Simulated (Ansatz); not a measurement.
# BAs (model structure, started from the BN type, Pm-3n, No. 223, 12 atoms in the cell)

All values below come from r²SCAN+rVV10 in Ansatz (PAW).

Run with plane-wave cutoff 560 eV, 6×6×6 k mesh, Fermi–Dirac smearing 0.01 eV, scalar-relativistic PAW data made under PBE.

Cell (relaxed at this level):

```xyz
12
Lattice="5.8790 0.0000 0.0000 0.0000 5.8790 0.0000 0.0000 0.0000 5.8790" Properties=species:S:1:pos:R:3 pbc="T T T"
B      1.4698     0.0000     2.9395
B      2.9395     1.4698     0.0000
B      2.9395     4.4093     0.0000
B      4.4093     0.0000     2.9395
B      0.0000     2.9395     4.4093
B      0.0000     2.9395     1.4698
As     1.4698     2.9395     0.0000
As     0.0000     1.4698     2.9395
As     0.0000     4.4093     2.9395
As     4.4093     2.9395     0.0000
As     2.9395     0.0000     4.4093
As     2.9395     0.0000     1.4698
```

For BAs (model structure, started from the BN type, Pm-3n, No. 223, 12 atoms in the cell), the band gap comes out as 0.57 eV (on the SCF k mesh) and the direct gap at Γ is 1.15 eV.

Note: the relaxation could raise the start's symmetry but not lower it, so the cell can be a saddle point.

Spin–orbit coupling is not included.

Computing time: about 2.4 core-minutes (a rough figure).

A model structure was made by putting elements into a prototype or built by hand; it is no filed structure, need not be a known phase, and can be a saddle point held by its symmetry.

Ansatz is a program for electronic structure.
